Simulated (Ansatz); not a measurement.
An Ansatz (a quantum-chemistry and plane-wave program) run: K with a change (biaxial strain −1.25 %, plane normal [111], relaxed out of plane); DFT with PBEsol, PAW potentials and a 420 eV plane-wave cutoff in Ansatz, no SOC.

Input:

Ansatz 0.2 input:
```yaml
crystal:
  lattice:
    - [7.2823972062, 0, 0]
    - [3.6411986031, 6.306740981, 0]
    - [3.6411986031, -2.1022469937, 1.5147380373]
  atoms:
    - { symbol: K, position: [0, 0, 0] }
basis: { ecutwfc: 420, ecutrho_ratio: 4, xc_grid: 2, fft_grid_basis: typed }
kpoints: { mp_grid: { grid: [18, 18, 18] } }
hamiltonian:
  xc: pbesol
  dispersion: none
  pseudopotentials: { kind: paw }
scf: { occupations: { method: fermi_dirac, width: 0.1 } }
relax: { f_tol: 0.005, max_steps: 50, cell: { stress_tol: 0.01, fix: [a, b, gamma] } }
output: { forces: true, stress: true }
checkpoint: { write: state.ck, write_every: 1000 }
```

Output (explanatory and most iteration lines left out):

```
Relaxation: its limit of steps is 50 (relax.max_steps)
Pseudopotential: K, paw, valence charge 9
Crystal: 1 atoms, lattice volume = 69.569 Å³
Basis set: ecut = 420 eV, 1415 PW (Γ), exchange–correlation on 100×100×60 points (8 copies of the dense FFT grid, shifted against one another)
Bands: 9, of which v1, the nominal top of the filled ones, is band 5 counted from 1 (4 counted from 0)
Symmetry: 12 space group operations
Space group: R-3m (ITA 166), of the structure as read, at distance tolerance 4.1e-5 Å
k-points: 580 of 5832
Functional: x = pbesol(κ = 0.804, μ = 0.12345679012345678), c = pbesol(β = 0.046)
SCF iter   1: F=—  HF=-1516.040478 eV  |F-HF|=—  |Δ(HF+E_count)|=         —  Δρ=1.26e-3  dr2=6.16e-4  ethr=1.77e-3  ⟨swp⟩=5.1  Hψ=38191  notcnv=0
SCF iter   2: F=—  HF=-1516.040070 eV  |F-HF|=—  |Δ(HF+E_count)|=   4.08e-4  Δρ=5.35e-4  dr2=8.07e-5  ethr=6.85e-6  ⟨swp⟩=2.1  Hψ=11913  notcnv=0
SCF 1 converged in 6 iterations: F = -1516.040047 eV  dr2 = 3.01e-10
relax step   1: F+E_penalty+E_count = -1516.04004697 eV  Δ(F+E_penalty+E_count) = +0.000e0 eV  max|allowed force component| = 0.000e0 eV/Å  Δτ_max = 0.0000 Å  P = +0.083 GPa  Ω = 69.569 Å³  fix = [a, b, gamma]  reactions: a +0.119, b +0.119 GPa  (6 SCF iters, dr2 threshold 1.00e-7 eV, accepted)
[... steps on the carried basis left out ...]
relax step   3: F+E_penalty+E_count = -1516.04005020 eV  Δ(F+E_penalty+E_count) = -2.651e-6 eV  max|allowed force component| = 0.000e0 eV/Å  Δτ_max = 0.0000 Å  P = +0.077 GPa  Ω = 69.668 Å³  energy of the carried Pulay correction = -1.067e-7 eV  fix = [a, b, gamma]  reactions: a +0.116, b +0.116 GPa  (7 SCF iters, accepted)
Crystal: 1 atoms, lattice volume = 69.668 Å³
SCF iter   1: F=—  HF=-1516.040071 eV  |F-HF|=—  |Δ(HF+E_count)|=         —  Δρ=1.31e-6  dr2=3.82e-11  ethr=1.87e-7  ⟨swp⟩=3.5  Hψ=54666  notcnv=0
SCF iter   2: F=—  HF=-1516.040050 eV  |F-HF|=—  |Δ(HF+E_count)|=   2.04e-5  Δρ=6.45e-7  dr2=7.78e-12  ethr=4.24e-13 (applied; sched 1.00e-12)  ⟨swp⟩=3.1  Hψ=9938  notcnv=0
SCF 4 converged in 4 iterations: F = -1516.040050 eV  dr2 = 1.11e-14
SCF converged after 4 iterations
Free energy (F): -1516.040050 eV
Internal energy: -1516.015045 eV  (E = F + TS)
E sigma→0 (E₀):  -1516.027548 eV
Entropy (-TS):   -0.025005 eV (-25.005 meV/atom)
Fermi energy:    1.937624 eV
--- Forces (eV/Å), atoms counted from 1 ---
  atom   1  K      0.00000000    -0.00000000     0.00000000
--- Stress (GPa, compression-positive) ---
        0.116190      -0.000000      -0.000000
       -0.000000       0.116190       0.000000
       -0.000000       0.000000       0.000097
  P = ⅓ Tr σ = 0.0775 GPa (0.775 kbar)
--- Relaxed structure (3 steps of the walk, 3 accepted, 1 SCFs on fresh bases) ---
  cell:  # Å, volume = 69.6682 Å³
    - [7.282397206189594, 7.735651152510625e-27, 1.00598124187843e-27]
    - [3.641198603094797, 6.306740981009011, 6.939348801875984e-11]
    - [3.641198603094797, -2.102246993686361, 1.5168949128181497]
  atoms:
    - { symbol: K, position: [0.0, 0.0, 0.0] }
```

Stability against distortions was not tested. The cell was made from K in the bcc (W type) structure (space group Im-3m, No. 229) by this change: biaxial strain −1.25 %, plane normal [111], relaxed out of plane.
